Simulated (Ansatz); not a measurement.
Take Mg3Sb2 (space group P-3m1, No. 164) as the base.

```
Mg3Sb2
1.0
    4.56691     0.00000     0.00000
   -2.28346     3.95506     0.00000
    0.00000     0.00000     7.24702
Sb Mg
2 3
Direct
  0.33333   0.66667   0.22875
  0.66667   0.33333   0.77125
  0.00000   0.00000   0.00000
  0.33333   0.66667   0.63354
  0.66667   0.33333   0.36646
```

All numbers come from r2SCAN in Ansatz (plane waves to 500 eV, PAW, scalar-relativistic without spin-orbit coupling).

One change was made to it. Results:

```csv
quantity,base,after
volume per atom,26.18 Å³,24.22 Å³
c/a ratio,1.587,1.579
```

Problem. What was done to the base?
A. pressure 30 GPa
B. pressure 4.2 GPa
C. pressure 18 GPa
D. pressure 1.8 GPa

Solution. B, pressure 4.2 GPa. For comparison, the volume per atom in the other runs: pressure 18 GPa gives 20.61 Å³; pressure 30 GPa gives 18.81 Å³; pressure 1.8 GPa gives 25.25 Å³.

Load acts through the strain it causes; cell and atoms are relaxed under it. Whether these cells are dynamically stable was not tested. No other phases were tried under pressure. All final runs are without spin polarisation.

Ansatz is an electronic-structure program.
